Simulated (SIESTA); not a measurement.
Band structure of BiPbO2F (Cm, 5 atoms in the cell).

```
BiPbO2F
1.0
    3.46227    -2.00427     0.00000
    3.46227     2.00427     0.00000
   -0.11113     0.00000     6.51067
Bi Pb O F
1 1 2 1
Direct
  0.70179   0.70179   0.29196
  0.37806   0.37806   0.74499
  0.37059   0.37059   0.38147
  0.70794   0.70794   0.63236
  0.03334   0.03334   0.09852
```

Level of theory: GGA PBEsol, numerical atomic orbitals TZP, PseudoDojo PBEsol standard norm-conserving potentials (rewritten from UPF to PSML) in SIESTA.

Settings: XC.functional = GGA; XC.authors = PBEsol; potentials = PseudoDojo PBEsol standard; PAO.BasisSize = TZP; PAO.EnergyShift = 0.01 Ry; MeshCutoff = 400 Ry; kgrid.MonkhorstPack = 6 6 3; OccupationFunction = FD; ElectronicTemperature = 580.23 K; MaxSCFIterations = 150; SCF.Mixer.Method = Pulay; SCF.Mixer.Weight = 0.1; SCF.Mixer.History = 8; SCF.DM.Tolerance = 1.0E-05.

The starting cell comes from a database of computed structures (which also holds hypothetical and non-ambient phases and stackings), without a prior relaxation at this level. Spin-orbit coupling is off. Values carry the incompleteness of an atom-centred basis.

**Question.** Predict the gap along the standard path and the places of the band edges.

**Answer.** The gap along the path is 1.97 eV, from Γ to L; the smallest direct gap on it is 2.30 eV. Another conduction valley lies within 0.1 eV, so the order of the valleys is not sure.

Levels in eV from the top of the valence band on the path, bands 21 to 25:
```tsv
point	21	22	23	24	25
Γ	-2.72	-1.56	-1.54	0.00	3.45
Y	-1.80	-1.49	-1.22	-0.22	3.37
F	-2.00	-1.60	-0.85	-0.54	2.79
L	-1.65	-1.56	-0.76	-0.33	1.97
I	-2.00	-1.60	-0.50	-0.34	3.57
I1	-2.00	-1.60	-0.50	-0.34	3.57
Z	-2.26	-1.57	-1.54	-0.43	2.76
F1	-2.00	-1.60	-0.85	-0.54	2.79
X1	-1.85	-1.42	-1.01	-0.19	3.60
X	-1.85	-1.42	-1.01	-0.19	3.60
N	-1.66	-1.59	-0.75	-0.33	2.01
M	-1.80	-1.47	-1.21	-0.20	3.36
```

Higher empty bands are left out: an atom-centred basis made for the valence describes them poorly.
